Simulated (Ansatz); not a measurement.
rock-salt TiN: the defect Mg on the Ti site

The numbers are results of PBE, PAW (plane waves to 420 eV; Ansatz, a first-principles code), not measurements. Cell and caveats: 64-site cell; 4×4×4 shifted k-points; start: the Ti site; no Hubbard U; energies good to tenths of an eV; the relaxation kept the symmetry of the starting site.

Neighbours after relaxation, in Å: of the Mg atom: N 2.14, N 2.14, N 2.14, N 2.14, N 2.14, N 2.14.

| charge | moment (μB) | point group | largest move off a lattice site (Å) |
|---|---|---|---|
| 0 | not spin-polarised | Oh | 0.01 |

Point groups are those of the whole cell at tolerances of 0.03 and 0.1 Å ("near" where only the looser one holds); none is given for unsettled states.

All states together cost about 4 core-minutes (a rough figure).
